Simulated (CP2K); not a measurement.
Worked example: self-consistent single point of YCu₂Ge₂ (I4/mmm, 5 atoms in the cell) in CP2K.

Level of theory: LDA (Pade form), GPW, DZVP-MOLOPT-SR-GTH basis, GTH-PADE potentials (GTH_POTENTIALS) (CP2K).

```yaml
crystal:
  lattice:
    - [5.82848, 0.00000, 0.00000]
    - [3.08488, 4.94517, 0.00000]
    - [-4.45668, -2.47259, 2.82763]
  atoms:
    - { symbol: Y, position: [0.00000, 0.00000, 0.00000] }
    - { symbol: Cu, position: [0.75000, 0.25000, 0.50000] }
    - { symbol: Cu, position: [0.25000, 0.75000, 0.50000] }
    - { symbol: Ge, position: [0.61934, 0.61934, 0.00000] }
    - { symbol: Ge, position: [0.38066, 0.38066, 0.00000] }
```

Reference input (self-consistent single point, DFT PBEsol, GPW, DZVP-MOLOPT-SR-GTH basis, GTH-PBE potentials (GTH_POTENTIALS)): CUTOFF = 600 Ry; REL_CUTOFF = 50 Ry; SMEAR/METHOD = FERMI_DIRAC; ELECTRONIC_TEMPERATURE = 1160.45 K; KPOINTS/SCHEME = MONKHORST-PACK 7 7 7; XC_FUNCTIONAL = PBE:PBESOL; Y/BASIS_SET = DZVP-MOLOPT-SR-GTH; Y/POTENTIAL = GTH-PBE-q11; Cu/BASIS_SET = DZVP-MOLOPT-SR-GTH; Cu/POTENTIAL = GTH-PBE-q11; Ge/BASIS_SET = DZVP-MOLOPT-SR-GTH; Ge/POTENTIAL = GTH-PBE-q4. This run's input differs from it in these lines:

```diff
@@ -42,6 +42,3 @@
     &XC
-      &XC_FUNCTIONAL
-        &PBE
-          PARAMETRIZATION PBESOL
-        &END PBE
+      &XC_FUNCTIONAL PADE
       &END XC_FUNCTIONAL
@@ -80,3 +77,3 @@
       BASIS_SET DZVP-MOLOPT-SR-GTH
-      POTENTIAL GTH-PBE-q11
+      POTENTIAL GTH-PADE-q11
     &END KIND
@@ -84,3 +81,3 @@
       BASIS_SET DZVP-MOLOPT-SR-GTH
-      POTENTIAL GTH-PBE-q11
+      POTENTIAL GTH-PADE-q11
     &END KIND
@@ -88,3 +85,3 @@
       BASIS_SET DZVP-MOLOPT-SR-GTH
-      POTENTIAL GTH-PBE-q4
+      POTENTIAL GTH-PADE-q4
     &END KIND
```

The program printed (abridged):

```
 SCF WAVEFUNCTION OPTIMIZATION

  Step     Update method      Time    Convergence         Total energy    Change
     1 NoMix/Diag. 0.30E+00      -     1.48128264      -143.1332315638 -1.43E+02
     2 Broy./Diag. 0.30E+00      -     0.40042883      -147.3879207669 -4.25E+00
     3 Broy./Diag. 0.30E+00      -     0.12199756      -140.4261478029  6.96E+00
     4 Broy./Diag. 0.30E+00      -     0.08111820      -142.1286788044 -1.70E+00
     5 Broy./Diag. 0.30E+00      -     0.03630277      -143.2149267107 -1.09E+00
     6 Broy./Diag. 0.30E+00      -     0.00379520      -142.6014864362  6.13E-01
   [... 3 lines left out ...]
    10 Broy./Diag. 0.30E+00      -     0.00000950      -142.6465462621  4.69E-03
    11 Broy./Diag. 0.30E+00      -     0.00001329      -142.6463939078  1.52E-04
    12 Broy./Diag. 0.30E+00      -     0.00000744      -142.6461880170  2.06E-04
    13 Broy./Diag. 0.30E+00      -     0.00000077      -142.6462899469 -1.02E-04
  *** SCF run converged in    13 steps ***

  Overlap energy of the core charge distribution:               0.00000015904266
  Self energy of the core charge distribution:               -217.38221126483549
  Core Hamiltonian energy:                                     62.77311449501979
  Hartree energy:                                              34.59025546935084
  Exchange-correlation energy:                                -22.62619732847622
  Electronic entropic energy:                                  -0.00125147699937
  Fermi energy:                                                 0.29272921010601

  Total energy:                                              -142.64628994693274
  Total energy (extrapolated to T->0):                       -142.64566420843306

                     Mulliken Population Analysis

   [... lines left out ...]

 STRESS| Analytical stress tensor [bar]
 STRESS|                        x                   y                   z
 STRESS|      x       -3.72119454163E+04  -2.72721797040E+03   1.13684079850E-02
 STRESS|      y       -2.72721797040E+03  -3.38094098904E+04   1.50757592487E-01
 STRESS|      z        1.13684079850E-02   1.50757592487E-01  -3.22965146186E+04
 STRESS| 1/3 Trace                                            -3.44392899751E+04
```

The run converged in 13 iterations. Against the reference run the pressure goes from 3.37 to -3.44 GPa and the largest force goes from 0.088 to 0.082 eV/Å.

The starting cell comes from a database of computed structures (which also holds hypothetical and non-ambient phases and stackings), without a prior relaxation at this level. Its lattice was rescaled by a random factor within 2.5 % of one. Spin polarisation is off. Values carry the incompleteness of an atom-centred basis. With a pressure of about -3 GPa the cell is away from its equilibrium volume at this level.

Cost on one core of a shared machine: roughly 3 min.
